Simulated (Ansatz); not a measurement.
We consider WO3 (P4/ncc, No. 130, 16 atoms in the cell; start mp-18773; a measured phase of this formula has another space group), described by LDA (Ansatz, an electronic-structure program, plane waves, PAW).

Numerical settings: plane-wave cutoff 520 eV, 6×6×4 k mesh (along the axes of the cell as run), Fermi–Dirac smearing 0.01 eV, no spin polarisation, scalar-relativistic PAW data made under PBE.

Cell (relaxed at this level):

```
WO3
1.0
    5.18088     0.00000     0.00000
    0.00000     5.18088     0.00000
    0.00000     0.00000     7.76704
W O
4 12
Direct
  0.00000   0.50000   0.21757
  0.50000   0.00000   0.28243
  0.50000   0.00000   0.78243
  0.00000   0.50000   0.71757
  0.30099   0.30099   0.75000
  0.19901   0.80099   0.75000
  0.69901   0.69901   0.75000
  0.80099   0.19901   0.75000
  0.19901   0.19901   0.25000
  0.30099   0.69901   0.25000
  0.80099   0.80099   0.25000
  0.69901   0.30099   0.25000
  0.00000   0.50000   0.99166
  0.50000   0.00000   0.50834
  0.50000   0.00000   0.00834
  0.00000   0.50000   0.49166
```

Question: What does this level give for the band gap?

Answer: 
- band gap: 1.07 eV (on the SCF k mesh)

Note: the relaxation could not lower the start's symmetry, so the cell can be a saddle point above a distorted one.

Spin–orbit coupling is not included.

Computed values are for the static lattice.

A start named mp-… is a Materials Project structure, which need not be a measured phase.
